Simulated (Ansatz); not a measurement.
We consider Zn4TeS3 (model structure, P-4m2, No. 115, 8 atoms in the cell), described by PBEsol (plane waves, PAW; Ansatz, an electronic-structure program).

From the output:

```
Crystal: 8 atoms, lattice volume = 169.569 Å³
Basis set: ecut = 520 eV, 4593 PW (Γ), exchange–correlation on 60×60×180 points (8 copies of the dense FFT grid, shifted against one another)
Bands: 50, of which v1, the nominal top of the filled ones, is band 41 counted from 1 (40 counted from 0)
Symmetry: 4 space group operations
Space group: Pmm2 (ITA 25), of the structure as read, at distance tolerance 5.5e-5 Å
k-points: 75 of 256 (time reversal used)
Functional: x = pbesol(κ = 0.804, μ = 0.12345679012345678), c = pbesol(β = 0.046)
SCF iter   1: F=—  HF=-22685.223396 eV  |F-HF|=—  |Δ(HF+E_count)|=         —  Δρ=4.94e-3  dr2=5.83e-2
SCF iter   2: F=—  HF=-22685.206652 eV  |F-HF|=—  |Δ(HF+E_count)|=   1.67e-2  Δρ=1.85e-3  dr2=1.12e-2
  ...
SCF iter  10: F=—  HF=-22685.203760 eV  |F-HF|=—  |Δ(HF+E_count)|=   1.51e-8  Δρ=6.14e-7  dr2=1.18e-9
SCF iter  11: F=-22685.203760 eV  HF=-22685.203760 eV  |F-HF|=1.82e-11  |Δ(HF+E_count)|=  7.64e-10  Δρ=3.09e-7  dr2=2.28e-10
SCF 1 converged in 11 iterations: F = -22685.203760 eV  dr2 = 2.28e-10
SCF converged after 11 iterations
Free energy (F): -22685.203760 eV
Internal energy: -22685.203760 eV  (E = F + TS)
E sigma→0 (E₀):  -22685.203760 eV
Fermi energy:    7.542594 eV
--- Forces (eV/Å), atoms counted from 1 ---
  atom   1  Zn     0.00000000     0.00000000     0.00015131
  atom   2  S      0.00000000     0.00000000     0.00085604
  atom   3  Zn     0.00000000     0.00000000    -0.00053105
  atom   4  S      0.00000000     0.00000000     0.00051746
  atom   5  Zn     0.00000000     0.00000000    -0.00025362
  atom   6  S      0.00000000     0.00000000     0.00017800
  atom   7  Zn     0.00000000     0.00000000     0.00028791
  atom   8  Te     0.00000000     0.00000000    -0.00120650
--- Stress (GPa, compression-positive) ---
        0.008329       0.000000       0.000000
        0.000000      -0.010668       0.000000
        0.000000       0.000000      -0.001744
  P = ⅓ Tr σ = -0.0014 GPa (-0.014 kbar)
```

**Question.** Write an input file that could have produced this run (the log leaves some choices open).

**Answer.** This is not unique; one that fits is 
Ansatz 0.2 input:
```yaml
crystal:
  lattice:
    - [3.926563033, 0.0, 0.0]
    - [0.0, 3.9273778744, 0.0]
    - [0.0, 0.0, 10.9959031454]
  atoms:
    - { symbol: Zn, position: [0.0, 0.0, 0.0070606347] }
    - { symbol: S, position: [0.5, 0.0, 0.1238087703] }
    - { symbol: Zn, position: [0.5, 0.5, 0.2403969841] }
    - { symbol: S, position: [0.0, 0.5, 0.3565238592] }
    - { symbol: Zn, position: [0.0, 0.0, 0.4726282031] }
    - { symbol: S, position: [0.5, 0.0, 0.5892417933] }
    - { symbol: Zn, position: [0.5, 0.5, 0.7059651567] }
    - { symbol: Te, position: [0.0, 0.5, 0.8565405986] }
basis:
  ecutwfc: 520
  ecutrho_ratio: 4
  xc_grid: 2
kpoints:
  mp_grid: { grid: [8, 8, 4] }
  band_path:
    path:
      - [0.0, 0.0, 0.0]
      - [0.0, 0.071436, 0.0]
      - [0.0, 0.142872, 0.0]
      - [0.0, 0.214308, 0.0]
      - [0.0, 0.285744, 0.0]
      - [0.0, 0.35718, 0.0]
      - [0.0, 0.428616, 0.0]
      - [0.0, 0.500052, 0.0]
      - [0.071421, 0.500052, 0.0]
      - [0.142842, 0.500052, 0.0]
      - [0.214263, 0.500052, 0.0]
      - [0.285685, 0.500052, 0.0]
      - [0.357106, 0.500052, 0.0]
      - [0.428527, 0.500052, 0.0]
      - [0.499948, 0.500052, 0.0]
      - [0.454498, 0.454593, 0.0]
      - [0.409048, 0.409133, 0.0]
      - [0.363599, 0.363674, 0.0]
      - [0.318149, 0.318215, 0.0]
      - [0.272699, 0.272756, 0.0]
      - [0.227249, 0.227296, 0.0]
      - [0.181799, 0.181837, 0.0]
      - [0.136349, 0.136378, 0.0]
      - [0.0909, 0.090919, 0.0]
      - [0.04545, 0.045459, 0.0]
      - [0.0, 0.0, 0.25]
      - [0.0, 0.0, 0.5]
      - [0.0, 0.071436, 0.5]
      - [0.0, 0.142872, 0.5]
      - [0.0, 0.214308, 0.5]
      - [0.0, 0.285744, 0.5]
      - [0.0, 0.35718, 0.5]
      - [0.0, 0.428616, 0.5]
      - [0.0, 0.500052, 0.5]
      - [0.071421, 0.500052, 0.5]
      - [0.142842, 0.500052, 0.5]
      - [0.214263, 0.500052, 0.5]
      - [0.285685, 0.500052, 0.5]
      - [0.357106, 0.500052, 0.5]
      - [0.428527, 0.500052, 0.5]
      - [0.499948, 0.500052, 0.5]
      - [0.454498, 0.454593, 0.5]
      - [0.409048, 0.409133, 0.5]
      - [0.363599, 0.363674, 0.5]
      - [0.318149, 0.318215, 0.5]
      - [0.272699, 0.272756, 0.5]
      - [0.227249, 0.227296, 0.5]
      - [0.181799, 0.181837, 0.5]
      - [0.136349, 0.136378, 0.5]
      - [0.0909, 0.090919, 0.5]
      - [0.04545, 0.045459, 0.5]
      - [0.0, 0.500052, 0.25]
      - [0.499948, 0.500052, 0.25]
    npoints: 1
hamiltonian:
  xc: pbesol
  dispersion: none
  pseudopotentials: { kind: paw }
scf:
  occupations: { method: fermi_dirac, width: 0.01 }
  convergence: { dr2_threshold: 0.0000000008 }
output:
  forces: true
  stress: true
  eigenvalues: true
  write_bands: true
```

The PAW data were made under PBE.

Note: the relaxation could raise the start's symmetry but not lower it, so the cell can be a saddle point.

A model structure was made by putting elements into a prototype or built by hand; it is no filed structure, need not be a known phase, and can be a saddle point held by its symmetry.
